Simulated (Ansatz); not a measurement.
**Functionals side by side, with their cost (level): CsSnI₃ (Pm-3m, 5 atoms in the cell)**

```
CsSnI3
1.0
    6.17622     0.00000     0.00000
    0.00000     6.17622     0.00000
    0.00000     0.00000     6.17622
Cs Sn I
1 1 3
Direct
  0.50000   0.50000   0.50000
  0.00000   0.00000   0.00000
  0.50000   0.00000   0.00000
  0.00000   0.50000   0.00000
  0.00000   0.00000   0.50000
```

Program: Ansatz (an electronic-structure program), PAW files made with PBE; each row names its functional.

Base settings: basis.ecutwfc = 420 eV; kpoints.mp_grid.grid = 3 3 3; hamiltonian.xc = hse06; hamiltonian.pseudopotentials = {kind: paw} (the program's default PAW files); scf.occupations.method = fermi_dirac; scf.occupations.width = 0.02 eV.

Differences are taken from HSE06, a reference of convenience: it is no measurement, and no ranking of the functionals follows.

Core times come from one kind of shared machine and are given to one figure; runs under 30 s give none.

The starting cell comes from a database of computed structures (which also holds hypothetical and non-ambient phases and stackings), without a prior relaxation at this level. Its lattice was rescaled by a random factor within 2.5 % of one. Ansatz's pressure includes its estimate of the finite-basis (Pulay) stress. A gap is left out here, as mesh or smearing make it unsure.

```tsv
level	pressure less reference (GPa)	core time / reference (rough)
PBE	0.38	–
PBE0	0.00	1
HSE06	0.00	1
```

Keys are those of Ansatz 0.2.
